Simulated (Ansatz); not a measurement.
# KMgH$_{3}$ (Pm-3m): band-edge transport data

Data:

```xyz
5
Lattice="3.9764 0.0000 0.0000 0.0000 3.9764 0.0000 0.0000 0.0000 3.9764" Properties=species:S:1:pos:R:3 pbc="T T T"
K      0.0000     0.0000     0.0000
Mg     1.9882     1.9882     1.9882
H      1.9882     0.0000     1.9882
H      0.0000     1.9882     1.9882
H      1.9882     1.9882     0.0000
```

All values below come from PBEsol, rigid bands (plane waves, PAW, scalar-relativistic; Ansatz, a first-principles code). How the cell was made: cell and atoms relaxed with PBEsol.

| Item | Value |
|---|---|
| band gap | 2.36 eV |
| electron conductivity mass (300 K, dilute) | 0.36 mₑ |
| hole conductivity mass (300 K, dilute) | 0.68 mₑ |
| effective density of states N_c (300 K) | 5.3e18 cm⁻³ |
| effective density of states N_v (300 K) | 5.1e19 cm⁻³ |
| density-of-states mass, electrons | 0.35 mₑ |
| density-of-states mass, holes | 1.60 mₑ |
| Seebeck coefficient, n-type 1e19 cm⁻³, 300 K | -174 μV/K |
| best n-type power factor at 300 K for τ = 10 fs (best axis; densities from 1e16 to 1e21 cm⁻³ tried, whether or not they can be reached) | 2.4 μW/(cm·K²) at 3e19 cm⁻³ |
| Seebeck coefficient, p-type 1e19 cm⁻³, 300 K | 355 μV/K |
| best p-type power factor at 300 K for τ = 10 fs (best axis; densities from 1e16 to 1e21 cm⁻³ tried, whether or not they can be reached) | 11.9 μW/(cm·K²) at 3e20 cm⁻³ |

Rigid bands; masses and Seebeck coefficients take one relaxation time τ for all states and one kind of carrier; polarons and phonon drag are left out. Spin-orbit coupling is left out; where it splits the top of the valence band, N_v and the p-type Seebeck coefficient come out somewhat high without it.

Formula and space group known from diffraction (Crystallography Open Database), not checked to be the room-temperature form: KMgH3 (Pm-3m).
